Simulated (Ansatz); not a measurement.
Electron-phonon data for ZrSi (Cmcm)

Consider the following.

```yaml
crystal:
  lattice:
    - [1.86756, -4.94101, 0.00000]
    - [1.86756, 4.94101, 0.00000]
    - [0.00000, 0.00000, 3.73693]
  atoms:
    - { symbol: Zr, position: [0.64525, 0.35475, 0.25000] }
    - { symbol: Zr, position: [0.35475, 0.64525, 0.75000] }
    - { symbol: Si, position: [0.92107, 0.07893, 0.25000] }
    - { symbol: Si, position: [0.07893, 0.92107, 0.75000] }
```

Level of theory: PBEsol, DFPT electron-phonon coupling, linearised Boltzmann equation (plane waves, PAW, scalar-relativistic; Ansatz, a program for electronic structure). How the cell was made: relaxed with this functional, without spin-orbit coupling.

The resistivity at 300 K comes out as 13.1 (x), 12.8 (y), 10.5 (z) μΩ·cm. The resistivity at 77 K comes out as 1.03 (x), 1.00 (y), 0.82 (z) μΩ·cm and the electron mean free path at 300 K (weighted by the current that each state carries) comes out as 21 (x), 18.8 (y), 21 (z) nm. The electron-phonon coupling λ comes out as 0.154, the transport coupling λ_tr is 0.148 (x), 0.156 (y), 0.152 (z) and the logarithmic mean phonon energy is 25 meV. The density of states at the Fermi level comes out as 0.50 states/(eV·spin·cell) and the drude plasma energy is 3.4 (x), 3.6 (y), 3.9 (z) eV. The Tc for μ* = 0.10 (anisotropic Eliashberg) is below 1 K. The Tc for μ* = 0.13 (anisotropic Eliashberg) comes out as below 1 K.

A metal at this level (no band gap). Only scattering by harmonic phonons is included (no impurities, grain boundaries, electron-electron scattering or thermal expansion). Spin-orbit coupling is left out. Halving the electron mesh (24x24x24) moves the resistivity by up to 7 % at 300 K, the mean free path by up to 3 %, the coupling by up to 3 %. Smearing 0.20 eV; phonons on a 4x4x4 q mesh, which this run doesn't test and which matters most at low temperature. Tc comes from the anisotropic Migdal-Eliashberg equations with μ*, a chosen number, referred to 30 meV.

Formula and space group known from diffraction (Crystallography Open Database), not checked to be the room-temperature form: ZrSi (Cmcm).
